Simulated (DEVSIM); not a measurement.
System: abrupt Ge p-n junction, at 300 K.

```tsv
layer (left to right)	material	thickness (μm)	Nd (cm⁻³)	Na (cm⁻³)	τn (s)	τp (s)
1	Ge	2.30	-	2.4e17	0.00042	0.00042
2	Ge	0.610	6.4e17	-	0.00042	0.00042
```

Left contact: ohmic. Right contact: ohmic. Voltage is applied to the left contact. Recombination: SRH at mid-gap. Mobility is μmin + (μ − μmin)/(1 + (N/Nref)^α).

This is a model device: material constants are rounded textbook-type values typed into the input, and sizes, dopings and lifetimes were drawn at random. Values at 300 K.

```csv
parameter,Ge
gap (eV),0.664
affinity (eV),4
permittivity,16
Nc (cm⁻³),1.04e19
Nv (cm⁻³),6e18
μn (cm²/Vs),3900
μp (cm²/Vs),1900
"μn,min",150
"μp,min",100
"Nref,n",2.6e17
"Nref,p",4e17
αn,0.56
αp,0.6
```

Model (solved in DEVSIM): 1D drift-diffusion, Boltzmann statistics, complete ionisation; no tunnelling, impact ionisation, image-force lowering or self-heating.

The thickness of layer 2 was swept, all else fixed.

```json
[
 {"thickness of layer 2 (μm)": "0.12", "dark forward voltage at 100 A/cm² (V)": "0.330", "dark forward voltage at 1 A/cm² (V)": "0.210"},
 {"thickness of layer 2 (μm)": "0.21", "dark forward voltage at 100 A/cm² (V)": "0.341", "dark forward voltage at 1 A/cm² (V)": "0.221"},
 {"thickness of layer 2 (μm)": "0.37", "dark forward voltage at 100 A/cm² (V)": "0.349", "dark forward voltage at 1 A/cm² (V)": "0.230"},
 {"thickness of layer 2 (μm)": "0.61", "dark forward voltage at 100 A/cm² (V)": "0.355", "dark forward voltage at 1 A/cm² (V)": "0.236"},
 {"thickness of layer 2 (μm)": "1", "dark forward voltage at 100 A/cm² (V)": "0.359", "dark forward voltage at 1 A/cm² (V)": "0.240"},
 {"thickness of layer 2 (μm)": "1.8", "dark forward voltage at 100 A/cm² (V)": "0.363", "dark forward voltage at 1 A/cm² (V)": "0.243"},
 {"thickness of layer 2 (μm)": "3", "dark forward voltage at 100 A/cm² (V)": "0.364", "dark forward voltage at 1 A/cm² (V)": "0.245"}
]
```

From the first row to the last the dark forward voltage at 100 A/cm² goes from 0.330 to 0.364. From the first row to the last the dark forward voltage at 1 A/cm² goes from 0.210 to 0.245.
